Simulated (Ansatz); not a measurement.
Ansatz (an electronic-structure program) run on Te (C2/m, 3 atoms in the cell): self-consistent single point

Computed with LDA (PW92), default PAW files made with PBE (plane waves; Ansatz).

Input:

Ansatz 0.2 input:
```yaml
# Te
crystal:
  lattice:
    - [3.80118900, -2.13746400, 0.00000000]
    - [3.80118900, 2.13746400, 0.00000000]
    - [-0.09381600, 0.00000000, 5.94620600]
  atoms:
    - { symbol: Te, position: [0.69055000, 0.69055000, 0.66119000] }
    - { symbol: Te, position: [0.30945000, 0.30945000, 0.33881000] }
    - { symbol: Te, position: [0.00000000, 0.00000000, 0.00000000] }
basis:
  ecutwfc: 30.9 Ry
kpoints:
  mp_grid: { grid: [8, 8, 5] }
hamiltonian:
  xc: lda
  pseudopotentials: { kind: paw }
scf:
  occupations: { method: fermi_dirac, width: 0.0073 Ry }
output:
  forces: true
  eigenvalues: true
  stress: true
```

Output (repeated stretches shortened):

```
WARN ansatz: RAYON_NUM_THREADS=1 ignored (pool sized by the plan → 1); use --threads N
Pseudopotentials: kind: paw
Pseudopotential: Te, paw, valence charge 16
Crystal: 3 atoms, lattice volume = 96.625 Å³
Basis set: ecut = 420.4159175005146 eV, 1893 PW (Γ)
Bands: 29, of which v1, the nominal top of the filled ones, is band 24 counted from 1 (23 counted from 0)
Symmetry: 4 space group operations
Space group: C2/m (ITA 12), of the structure as read, at distance tolerance 4.6e-5 Å
k-points: 93 of 320
PAW frozen core: Te, regenerated for the run's functional, and the local potential with it
Initial density: superposition of atomic densities (neutral atoms: chi_scale 0, normalization atom), corrected by the library's trained network
Initial wavefunctions: pseudopotential atomic-orbital guess
Eigensolver: davidson
Functional: x = slater, c = lda
SCF iter   1: F=—  HF=-20481.511976 eV  |F-HF|=—  |Δ(HF+E_count)|=         —  Δρ=4.66e-3  dr2=1.01e-2  ethr=1.77e-3  ⟨swp⟩=7.0  Hψ=12002  notcnv=0
all-band conjugate gradients solve this SCF's bands
preconditioner: auto → LDOS
SCF iter   2: F=—  HF=-20481.504661 eV  |F-HF|=—  |Δ(HF+E_count)|=   7.32e-3  Δρ=1.06e-3  dr2=1.32e-3  ethr=2.09e-5  ⟨swp⟩=2.0  Hψ=5677  notcnv=0
SCF iter   3: F=—  HF=-20481.504243 eV  |F-HF|=—  |Δ(HF+E_count)|=   4.18e-4  Δρ=5.79e-4  dr2=4.15e-4  ethr=2.76e-6  ⟨swp⟩=2.0  Hψ=4964  notcnv=0
SCF iter   4: F=—  HF=-20481.504082 eV  |F-HF|=—  |Δ(HF+E_count)|=   1.61e-4  Δρ=9.41e-5  dr2=1.01e-5  ethr=8.65e-7  ⟨swp⟩=2.0  Hψ=4923  notcnv=0
SCF iter   5: F=—  HF=-20481.504074 eV  |F-HF|=—  |Δ(HF+E_count)|=   7.47e-6  Δρ=1.69e-5  dr2=3.90e-7  ethr=2.10e-8  ⟨swp⟩=2.0  Hψ=4999  notcnv=0
SCF iter   6: F=-20481.504074 eV  HF=-20481.504074 eV  |F-HF|=2.14e-8  |Δ(HF+E_count)|=   7.31e-8  Δρ=4.72e-6  dr2=2.99e-8  ethr=2.08e-10  ⟨swp⟩=7.0  Hψ=11769  notcnv=0
SCF 1 converged in 6 iterations: F = -20481.504074 eV  dr2 = 2.99e-8
SCF converged after 6 iterations
Free energy (F): -20481.504074 eV
Harris-Foulkes:  -20481.504074 eV  (|F-HF|=2.14e-8)
Internal energy: -20481.471570 eV  (E = F + TS)
E sigma→0 (E₀):  -20481.487822 eV
Entropy (-TS):   -0.032504 eV (-10.835 meV/atom)
Fermi energy:    9.303304 eV
--- Per-component energies (eV) ---
  E_band       = -775.043520
  E_kinetic    = 543.932639
  E_local      = -3630.477664  (includes V_loc(G=0)·N_el)
  E_nonlocal   = -915.084094
  E_hartree    = 2343.089943
  E_xc         = -371.348455
  E_vxc        = -314.162256  (∫ρ·V_xc dr)
  E_paw        = -13528.647398  (= ΣΔE_a)
  E_vpaw       = -1145.432663  (= ΣTr[D̂ρ^β])
  E_aug_tail   = -0.000606  (compensation charges beyond the density's cutoff)
  E_ewald      = -4924.971918
  E_core_change = 2.035984  (= ΣΔE_core)
  E_smearing   = -0.032504  (= −TS)
  E_closure    = 0.000000  (closes the sum)
  Σ components = -20481.504074   (vs F -20481.504074, Δ=0.00e0)
--- Forces (eV/Å), atoms counted from 1 ---
  atom   1  Te    -0.12118540    -0.00000000     0.07281554
  atom   2  Te     0.12118540     0.00000000    -0.07281554
  atom   3  Te     0.00000000     0.00000000     0.00000000
  max |Σ_I F_I| component: 1.39e-17 eV/Å
--- Stress (GPa, compression-positive) ---
       -2.177565       0.000000      -0.010494
        0.000000      -1.872220       0.000000
       -0.010494       0.000000      -2.355294
  P = ⅓ Tr σ = -2.1350 GPa (-21.350 kbar)
  The stress holds the Pulay correction. Without it, at fixed plane waves, as pw.x and ABINIT print it: P = -2.1738 GPa
--- Band table (eV; the first three rows and the last of 93) ---
  k-point 0: bands = ["-28.1081", "-28.0812", "-28.0502", "-28.0241", "-28.0182", "-28.0134", "-27.9998", "-27.9921", "-27.9869", "-27.9593", "-27.8554", "-27.8412", "-27.8078", "-27.7067", "-27.7058", "-4.5397", "-1.3090", "-1.1601", "6.5390", [...]
  k-point 1: bands = ["-28.1076", "-28.0813", "-28.0501", "-28.0246", "-28.0173", "-28.0121", "-28.0002", "-27.9917", "-27.9865", "-27.9630", "-27.8541", "-27.8412", "-27.8078", "-27.7066", "-27.7058", "-4.4007", "-2.3261", "-0.1064", "6.1952", [...]
  k-point 2: bands = ["-28.1069", "-28.0814", "-28.0499", "-28.0254", "-28.0170", "-28.0083", "-28.0008", "-27.9909", "-27.9860", "-27.9699", "-27.8522", "-27.8413", "-27.8079", "-27.7063", "-27.7058", "-4.0059", "-3.2194", "0.7275", "5.5859", [...]
  k-point 92: bands = ["-28.1076", "-28.0812", "-28.0503", "-28.0238", "-28.0127", "-28.0034", "-27.9965", "-27.9894", "-27.9881", "-27.9697", "-27.8622", "-27.8414", "-27.8079", "-27.7063", "-27.7059", "-3.0391", "-2.0131", "-1.3955", "3.3351", [...]
```

The run converged in 6 iterations.

The starting cell comes from a database of computed structures (which also holds hypothetical and non-ambient phases and stackings), without a prior relaxation at this level. Its lattice was rescaled by up to half a per cent. Spin-orbit coupling is off. Ansatz's pressure includes its estimate of the finite-basis (Pulay) stress.
